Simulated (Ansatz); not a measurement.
# PtCu₃ (Pm-3m): band-structure transport figures

Input:

```xyz
4
Lattice="3.6663 0.0000 0.0000 0.0000 3.6663 0.0000 0.0000 0.0000 3.6663" Properties=species:S:1:pos:R:3 pbc="T T T"
Cu     0.0000     1.8332     1.8332
Cu     1.8332     0.0000     1.8332
Cu     1.8332     1.8332     0.0000
Pt     0.0000     0.0000     0.0000
```

The numbers are results of r2SCAN, rigid bands (plane waves, PAW, scalar-relativistic; Ansatz, an electronic-structure program), not measurements. Condition of this run: functional r2SCAN on the same cell. How the cell was made: cell and atoms relaxed with PBEsol.

```json
{
 "density of states at the Fermi level": "1.57 states/(eV·cell), both spins",
 "bare Sommerfeld coefficient": "0.93 mJ/(mol of atoms·K²)",
 "drude_plasma_energy": "6.9 eV",
 "root-mean-square Fermi velocity": "7.5e5 m/s",
 "resistivity times τ": "10.4 ×10⁻²² Ω·m·s"
}
```

A metal at this level (no band gap); rigid bands, thermally averaged at 300 K, both spins. Spin-orbit coupling is left out, which matters with elements this heavy. τ is one relaxation time for all states.

Formula and space group known from diffraction (Crystallography Open Database), not checked to be the room-temperature form: PtCu3 (Pm-3m).
